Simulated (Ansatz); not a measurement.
Base system: ZnSiP$_{2}$ in the chalcopyrite structure (space group I-42d, No. 122).

```
ZnSiP2
1.0
   -2.67663     2.67663     5.22239
    2.67663    -2.67663     5.22239
    2.67663     2.67663    -5.22239
Zn Si P
2 2 4
Cartesian
  0.00000   2.67663   2.61120
  0.00000   0.00000   0.00000
  2.67663   0.00000   2.61120
  0.00000   0.00000   5.22239
  1.33832   1.41612  -1.30560
  1.33832   1.26051   3.91679
  3.93714   1.33832   1.30560
 -1.26051   1.33832   6.52799
```

Cartesian axes are those of the cell as printed.

Level of theory: Ansatz (an electronic-structure program), PBEsol, PAW, cutoff 420 eV, no SOC.

Before the change:

| Property | Value |
|---|---|
| Hole mass | 0.16 mₑ along c, 0.37 mₑ across (at Γ) |
| Band gap | 1.16 eV |

Perturbation: compressive biaxial strain of 0.63 % in the plane normal to [001], as in epitaxy on a mismatched substrate; the out-of-plane cell vector and the atoms relax.

What happens to the in-plane stress?

The mean in-plane stress (compression positive) amounts to +0.9 GPa.

Predict the new hole mass.

The hole mass changes from 0.16 mₑ along c, 0.37 mₑ across (at Γ) to 0.17 mₑ out of plane, 0.38 mₑ in plane (at Γ).

Predict the new band gap.

The band gap rises by 0.08 eV (1.16 eV → 1.24 eV).

How does this affect the out-of-plane strain?

The out-of-plane strain comes out as +0.61 %.

Effective masses come from finite differences of ±0.01 Å⁻¹. Stability against distortions was not tested.
